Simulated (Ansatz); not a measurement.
## Several settings converged on Si (P6_3/mmc, 4 atoms in the cell)

```xyz
4
Lattice="3.8122 0.0000 0.0000 -1.9061 3.3014 0.0000 0.0000 0.0000 6.3010" Properties=species:S:1:pos:R:3 pbc="T T T"
Si     0.0000     2.2010     0.3970
Si     1.9061     1.1005     5.9039
Si     1.9061     1.1005     3.5475
Si     0.0000     2.2010     2.7535
```

Base method: LDA (PW92), default PAW files made with PBE (plane waves; Ansatz, a quantum-chemistry and plane-wave program).

Base settings: basis.ecutwfc = 420 eV; kpoints.mp_grid.grid = 8 8 4; hamiltonian.xc = lda; hamiltonian.pseudopotentials = {kind: paw} (the program's default PAW files); scf.occupations.method = fermi_dirac; scf.occupations.width = 0.05 eV.

The count of work is k-points × plane waves × bands × iterations; it is no time. Core times come from one kind of shared machine, to one figure; runs under 30 s give none.

**Zone-centre phonons against the mesh**

In this ladder: scf.occupations.method = fixed; scf.occupations.width = default; phonons.method = dfpt; phonons.dielectric = true; phonons.rigid_motions = translations.

Frequencies are those of the unrelaxed cell, without the LO-TO term of polar crystals.

Only quantities that move along the ladder and can be compared are tabulated.

| kpoints.mp_grid.grid | highest zone-centre frequency (cm⁻¹) | lowest optical frequency (cm⁻¹) | core time / last (rough) |
|---|---|---|---|
| 3 3 2 | 524.2 | 53.4 | 0.3 |
| 4 4 2 | 511.7 | 75.4 | 0.3 |
| 5 5 3 | 507.4 | 90.2 | 0.3 |
| 6 6 4 | 505.1 | 92.8 | 0.3 |
| 10 10 5 | 504.6 | 96.5 | 0.4 |
| 12 12 6 | 504.5 | 96.8 | 0.5 |
| 15 15 8 | 504.5 | 96.9 | 1 |

Coarsest kpoints.mp_grid.grid that holds the highest zone-centre frequency within 5 cm⁻¹ of the last step, with all finer ones: 5 5 3, at about 0.3 of the last step's time; the step before is off by 7.2 cm⁻¹.

Coarsest kpoints.mp_grid.grid that holds the lowest optical frequency within 10 cm⁻¹ of the last step, with all finer ones: 5 5 3, at about 0.3 of the last step's time; the step before is off by 21 cm⁻¹.

**The dielectric constant against the mesh**

In this ladder: scf.occupations.method = fixed; scf.occupations.width = default; dielectric = true; dielectric.field_mesh = kpoints.

Only quantities that move along the ladder and can be compared are tabulated.

| kpoints.mp_grid.grid | mean ε∞ | core time / last (rough) |
|---|---|---|
| 3 3 2 | 10.280 | – |
| 4 4 2 | 11.024 | – |
| 5 5 3 | 11.855 | – |
| 6 6 4 | 12.517 | – |
| 8 8 4 | 12.922 | – |
| 10 10 5 | 13.165 | 0.1 |
| 12 12 6 | 13.294 | 0.3 |
| 15 15 8 | 13.358 | 0.5 |
| 18 18 10 | 13.373 | 1 |

Coarsest kpoints.mp_grid.grid that holds the mean ε∞ within 0.5 of the last step, with all finer ones: 8 8 4; the step before is off by 0.86.

**The size of the supercell around a displaced atom**

On Si (P6_3/mmc, 8 atoms in the cell), and larger cells.

Steps: 2 x 1 x 1 supercell, one Si atom moved by 0.02 angstrom along z; 2 x 2 x 1 supercell, one Si atom moved by 0.02 angstrom along z; and so on, with the mesh thinned in proportion.

Only quantities that move along the ladder and can be compared are tabulated.

```tsv
atoms	largest change of a force by the displacement (eV/Å)	count of work / last
8	0.2805	0.081
16	0.2719	0.092
32	0.2732	0.26
48	0.2700	1.0
72	0.2686	1.0
```

Smallest size that holds the largest change of a force by the displacement within 0.005 eV/Å of the last step, with all finer ones: 16, at 0.092 of the last step's count of work; the step before is off by 0.012 eV/Å.

On the base run: the starting cell comes from a database of computed structures (which also holds hypothetical and non-ambient phases and stackings), without a prior relaxation at this level. Its lattice was rescaled by up to half a per cent.

Left out of this page: 1 run of the series stopped by limits of time or memory.

Keys are those of Ansatz 0.2.
